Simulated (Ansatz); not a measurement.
The starting structures come from a database of crystals and need not be the phases stable at ambient conditions.

By PBEsol, the system below comes out a metal.

Given:

```
CuHf2
1.0
    4.45877     0.00000     0.00000
    2.22939     5.55951     0.00000
    2.22939     0.00000     2.22939
Hf Cu
2 1
Direct
  0.34389   0.31222   0.00000
  0.65611   0.68778   0.00000
  0.00000   0.00000   0.00000
```

Space group of this cell: I4/mmm. The cell is taken as given; by PBEsol its mean pressure is -2.4 GPa.

The current flows along the normal of the first two printed cell vectors, the (110) plane of the conventional cell. No spin-orbit coupling; the value is a mean over 0.1 eV about the Fermi level.

**Question.** Estimate the ballistic conductance per area that PBEsol (Ansatz, an electronic-structure program) returns for this system.

**Answer.** 0.46 × 10¹⁵ S/m² for both spins.
